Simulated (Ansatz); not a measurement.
Start from TiO2 in the rutile structure (space group P4_2/mnm, No. 136; a = 4.643 Å, c = 2.964 Å). Axes: x, y, z lie along a, b, c of the conventional cell.

Method: PBE, PAW, 420 eV (Ansatz, an electronic-structure program; no spin-orbit coupling).

For the base:

| Item | Value |
|---|---|
| Electron mass | 0.58 mₑ along c, 1.2 mₑ across (at Γ) |
| Band gap | 1.86 eV |
| Valence-band top at Γ | 0.00, -0.43, -0.43 eV |

One thing is altered: compressive biaxial strain of 3.87 % in the plane normal to [001], as in epitaxy on a mismatched substrate; the out-of-plane cell vector and the atoms relax.

What happens to the electron mass?

The electron mass goes from 0.58 mₑ along c, 1.2 mₑ across (at Γ) to 0.60 mₑ out of plane, 1.1 mₑ in plane (at Γ).

Predict the new band gap.

The band gap increases by 0.03 eV, from 1.86 eV to 1.89 eV.

Estimate the effect on the valence-band top at Γ.

The valence-band top at Γ (three highest levels, from the VBM) becomes 0.00, -0.41, -0.41 eV (base: 0.00, -0.43, -0.43 eV).

Masses are band curvatures over ±0.01 Å⁻¹ around the edge. Whether these cells are dynamically stable was not tested. All final runs are without spin polarisation.
